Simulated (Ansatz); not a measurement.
AlP (model structure, within 0.1 Å of P6₄22, No. 181, 6 atoms in the cell), treated with LDA in Ansatz (plane waves, PAW).

Run with plane-wave cutoff 520 eV, 12×12×4 k mesh (along the axes of the cell as run), Fermi–Dirac smearing 0.01 eV, scalar-relativistic PAW data made under PBE.

Cell (relaxed at this level):

```yaml
crystal:
  lattice:
    - [3.79907, 0.00000, 0.00000]
    - [-1.89953, 3.29009, 0.00000]
    - [0.00000, 0.00000, 8.57182]
  atoms:
    - { symbol: Al, position: [0.00000, 0.49971, 0.66667] }
    - { symbol: Al, position: [0.50029, 0.50029, 0.00000] }
    - { symbol: Al, position: [0.49971, 0.00000, 0.33333] }
    - { symbol: P, position: [0.00000, 0.49980, 0.16667] }
    - { symbol: P, position: [0.50020, 0.50020, 0.50000] }
    - { symbol: P, position: [0.49980, 0.00000, 0.83333] }
```

Question: Predict the band gap, smallest direct gap on the k points sampled and Γ–Γ gap.

Answer: 
- band gap = 0.83 eV (indirect)
- smallest direct gap on the k points sampled = 1.95 eV
- Γ–Γ gap = 2.04 eV

The computed numbers hold no vibrational or temperature effects.

The result took about 23 core-seconds (a rough figure).

A model structure was made by putting elements into a prototype or built by hand; it is no filed structure, need not be a known phase, and can be a saddle point held by its symmetry.

Ansatz is an electronic-structure program.
